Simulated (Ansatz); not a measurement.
Given:

```xyz
3
Lattice="3.7965 0.0000 0.0000 -1.8983 3.2879 0.0000 0.0000 0.0000 5.9372" Properties=species:S:1:pos:R:3 pbc="T T T"
Sn     0.0000     0.0000     0.0000
Se     0.0000     2.1919     1.6029
Se     1.8983     1.0960     4.3343
```

No spin polarisation.

Calculations: Ansatz (a program for electronic structure), PBE-D3(BJ), PAW, cutoff 420 eV, no SOC. k-mesh 10×10×6 (Γ-centred); smearing 0.05 eV (Fermi–Dirac).

Predict the band gap, smallest direct gap, gap character and space group.


- Band gap = 0.29 eV
- Smallest direct gap = 0.95 eV
- Gap character = indirect, K–Γ (79 % along) → k = (0, 0.400, 1/3) in the run's primitive reciprocal basis
- Space group = P-3m1 (No. 164)

The cells carry an imposed strain or load. Whether these cells are dynamically stable was not tested. The cell was made from SnSe2 in the CdI2 type structure (space group P-3m1, No. 164; layered, stacked along the Cartesian z axis) by this change: isotropic strain −1.14 %. A zero or small gap of SnSe2 under isotropic strain −1.14 % can be the functional's error rather than a property of the material.
